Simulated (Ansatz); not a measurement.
**What x(Hf) = 0.25, 4 atoms, P4/mmm (arrangement B) does to Ta**

Consider Ta in the bcc (W type) structure (space group Im-3m, No. 229; a = 3.305 Å).

The other end (x = 1) is Hf in the bcc (W type) structure (space group Im-3m, No. 229; a model cell): 22.16 Å³/atom, gap zero; this end may not be an ambient phase.

Perturbation: Hf replaces 25.0 % of the Ta, ordered in a cell of 4 atoms (starting symmetry P4/mmm) and fully relaxed.

The values are results of r2SCAN in Ansatz (plane waves to 500 eV, PAW, scalar-relativistic without spin-orbit coupling), not measurements. Settings: 10×10×14 k-points, 0.05 eV Fermi–Dirac smearing, for the changed cell.

```json
[
 {"quantity": "volume per atom", "base": "18.05 Å³", "changed": "18.87 Å³", "shift": "+0.82 Å³"},
 {"quantity": "density", "base": "16.65 g/cm³", "changed": "15.87 g/cm³", "shift": "-0.78 g/cm³"},
 {"quantity": "shortest interatomic distance", "base": "2.862 Å", "changed": "2.905 Å", "shift": "+0.043 Å"},
 {"quantity": "band gap", "base": "zero", "changed": "zero", "shift": "–"},
 {"quantity": "mixing energy (to 0.01 eV only: unlike meshes or grids)", "base": "–", "changed": "+0.07 eV/atom", "shift": "–"}
]
```

These are small ordered cells, not random alloys; other orderings at the same x differ. Stability against distortions was not tested. The final runs are not spin-polarised. An odd electron count without spin: HfTa3. HfTa3 has a high density of states at the Fermi level and may be magnetic at this level. This is not the structure that Hf has at room temperature and ambient pressure.

Ansatz is an electronic-structure program.
